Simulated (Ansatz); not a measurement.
## A computed series for GaP: pressure series

Base system: GaP in the zinc blende structure (space group F-43m, No. 216).

```
CELL_PARAMETERS angstrom
      0.00000     2.75299     2.75299
      2.75299     0.00000     2.75299
      2.75299     2.75299     0.00000
ATOMIC_POSITIONS crystal
  Ga 0.00000 0.00000 0.00000
  P  0.25000 0.25000 0.25000
```

Cell and atoms are relaxed at each pressure.

Computed with Ansatz (a first-principles code) PBE, without spin-orbit coupling.

| case | shortest interatomic distance | smallest direct gap | band gap | electron mass |
|---|---|---|---|---|
| base | 2.384 Å | 1.58 eV | 1.58 eV | 0.10 mₑ (at Γ) |
| pressure −2 GPa | 2.406 Å | – | 1.36 eV | 0.088 mₑ (at Γ) |
| pressure −1 GPa | 2.395 Å | – | 1.47 eV | 0.095 mₑ (at Γ) |
| pressure 0.9 GPa | 2.375 Å | 1.67 eV | 1.62 eV | 1.8 mₑ along k, 0.13 mₑ across (at L) |
| pressure 2.1 GPa | 2.364 Å | 1.79 eV | 1.60 eV | 1.1 mₑ along k, 0.23 mₑ across (off the special points) |
| pressure 4.5 GPa | 2.343 Å | 2.01 eV | 1.55 eV | 1.2 mₑ along k, 0.23 mₑ across (off the special points) |
| pressure 9 GPa | 2.310 Å | 2.37 eV | 1.47 eV | 1.2 mₑ along k, 0.22 mₑ across (off the special points) |
| pressure 15 GPa | 2.274 Å | 2.77 eV | 1.37 eV | 1.3 mₑ along k, 0.22 mₑ across (off the special points) |
| pressure 22.5 GPa | 2.237 Å | 3.20 eV | 1.24 eV | 1.4 mₑ along k, 0.22 mₑ across (off the special points) |
| pressure 30 GPa | 2.206 Å | 3.56 eV | 1.13 eV | 1.5 mₑ along k, 0.21 mₑ across (off the special points) |

Load acts through the strain it causes; cell and atoms are relaxed under it. Masses are band curvatures over ±0.01 Å⁻¹ around the edge. Along k means along the line from Γ to the band edge. No phonon test of stability was made. The real GaP has an indirect gap at ambient pressure; PBE orders its close-lying valleys differently. Measured, GaP leaves this structure (for a Cmcm phase) near 26 GPa (temperature not stated; as listed in Datta, Sujoy, Jana, Debnarayan, arXiv (2020)).
